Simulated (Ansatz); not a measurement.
End structure of C on the 1x1 (111) surface of fcc Ir, one in a 2x2 cell, started at the site 'bridge Ir-Ir (span 2.7 Å)':

```yaml
crystal:
  lattice:
    - [5.47440, 0.00000, 0.00000]
    - [-2.73720, 4.74097, 0.00000]
    - [0.00000, 0.00000, 26.00000]
  atoms:
    - { symbol: Ir, position: [0.16667, 0.33333, 0.37320] }
    - { symbol: Ir, position: [0.16667, 0.83333, 0.37320] }
    - { symbol: Ir, position: [0.66667, 0.33333, 0.37320] }
    - { symbol: Ir, position: [0.66667, 0.83333, 0.37320] }
    - { symbol: Ir, position: [0.33333, 0.16667, 0.45755] }
    - { symbol: Ir, position: [0.33333, 0.66667, 0.45755] }
    - { symbol: Ir, position: [0.83333, 0.16667, 0.45755] }
    - { symbol: Ir, position: [0.83333, 0.66667, 0.45755] }
    - { symbol: Ir, position: [0.99987, 0.99993, 0.54132] }
    - { symbol: Ir, position: [0.99858, 0.49929, 0.54266] }
    - { symbol: Ir, position: [0.50067, 0.00142, 0.54266] }
    - { symbol: Ir, position: [0.50067, 0.49925, 0.54266] }
    - { symbol: Ir, position: [0.17259, 0.34496, 0.62981] }
    - { symbol: Ir, position: [0.17259, 0.82763, 0.62981] }
    - { symbol: Ir, position: [0.66681, 0.33340, 0.62608] }
    - { symbol: Ir, position: [0.65515, 0.82757, 0.62983] }
    - { symbol: C, position: [0.00012, 0.00006, 0.67024] }
```

Model: 17-atom slab, 6.6 Å thick at the start under the adsorbate (thin: gaps and levels are the slab's own), 6x6x1 mesh, Fermi-Dirac 0.1 eV, dipole correction, 8 atoms held, the rest relaxed; start symmetry kept, larger cells not searched; no spin, no spin-orbit, no U, no dispersion correction. At the end it is bonded to 3 Ir. In PBE it is, or lies within 0.03 eV of, the lowest of the starts that converged.

A negative adsorption energy means that the adsorbate is more stable on the surface than in its reference.

**Question.** Estimate the adsorption energy against an atom of graphite that PBE (Ansatz, a program for electronic structure) returns for this input.

**Answer.** 0.79 eV

**Question.** What change of the step from the bottom to the top vacuum level, against the clean slab does PBE give?

**Answer.** 0.19 eV

**Question.** What is the computed work function of the top face (PBE)?

**Answer.** 5.67 eV

**Question.** Estimate the change of the work function that PBE returns for this input.

**Answer.** 0.18 eV
